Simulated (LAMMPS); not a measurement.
Pressure dependence of NiAl (CsCl type) at 1140 K, from the crystal.

Model: classical MD, pair style eam/alloy, file NiAlH_jea.eam.alloy; code LAMMPS.

| P (GPa) | state | volume | coordination number of Al by Ni |
|---|---|---|---|
| 0 | crystal; no diffusion seen in 30 ps | 12.4094 ± 0.0006 Å³/atom | 8.00 (counted to 3.66 Å) |
| 2 | crystal; no diffusion seen in 30 ps | 12.2094 ± 0.0003 Å³/atom | 8.0 (counted to 3.66 Å) |
| 5 | crystal; no diffusion seen in 30 ps | 11.9530 ± 0.0003 Å³/atom | 8.00 (counted to 3.66 Å) |

Caution: a run this short can hold a crystal over, or a liquid under, the potential's own melting point, which these runs don't give.

Estimate the isothermal bulk modulus at zero pressure. A parabola P(ln V) through the three points gives −dP/d ln V = 120 GPa at zero pressure.

States go by the mean squared displacement: a species diffuses where it passes 1.5 Å², still rises and gives D over 1e-6 cm²/s; a crystal has left its structure where atoms lie 0.35 Å off their sites on average or a cubic box changes its shape by 3 %, or the axial ratios of another lie 8 % off the starting cell's, which the potential's own relaxation can also do.

Errors shown are sampling errors alone.
